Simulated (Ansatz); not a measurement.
Base system: TiSi₂ (space group Cmcm, No. 63; a = 3.527 Å, b = 13.517 Å, c = 3.565 Å). Axes: x, y, z lie along a, b, c of the conventional cell.

Method: r2SCAN, PAW, 500 eV (Ansatz, a quantum-chemistry and plane-wave program; scalar-relativistic without spin-orbit coupling).

For the base:

| Property | Value |
|---|---|
| Pressure | 0.0 GPa |
| Volume per atom | 14.16 Å³ |
| Band gap | zero |

Modification: biaxial strain +1.24 %, plane normal [001], relaxed out of plane (Cartesian); in-plane vectors clamped, the third vector and the atoms free.

### Question
What does the calculation give for the pressure, volume per atom and band gap after the change?

### Answer
The pressure (mean of the normal stresses, compression positive) goes from zero to -2.1 GPa; the volume per atom grows by 0.27 Å³ to 14.43 Å³; the band gap is still zero.

Whether these cells are dynamically stable was not tested. All final runs are without spin polarisation.
